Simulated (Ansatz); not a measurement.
How far PBE and r2SCAN part for W, pressure 50 GPa

Start from W in the bcc (W type) structure (space group Im-3m, No. 229; a = 3.184 Å).

(Cell as relaxed with PBE.)

Levels (all Ansatz, a first-principles code, PAW, earlier PAW set): PBE (420 eV, no spin-orbit coupling); r2SCAN (500 eV, scalar-relativistic without spin-orbit coupling).

Each level relaxes its own structure.

| base | PBE | r2SCAN |
|---|---|---|
| volume per atom | 16.13 Å³ | 15.93 Å³ |
| lattice parameter a | 3.184 Å | 3.170 Å |
| band gap | zero | zero |

Now apply this change: cell and atoms relaxed at a pressure of 50 GPa.

```csv
quantity,PBE,r2SCAN
shortest interatomic distance,2.643 Å,?
band gap,zero,?
```

Task: Given the PBE results, estimate those of r2SCAN.

Result: 
- shortest interatomic distance, r2SCAN: 2.636 Å
- band gap, r2SCAN: zero

PBE's shortest interatomic distance lies 0.0077 Å above r2SCAN's (0.3 %); the two agree on the band gap. Neither level is exact; r2SCAN is the comparison here, not a measurement.

Load acts through the strain it causes; cell and atoms are relaxed under it. No phonon test of stability was made. No other phases were tried under pressure. The final runs are not spin-polarised.
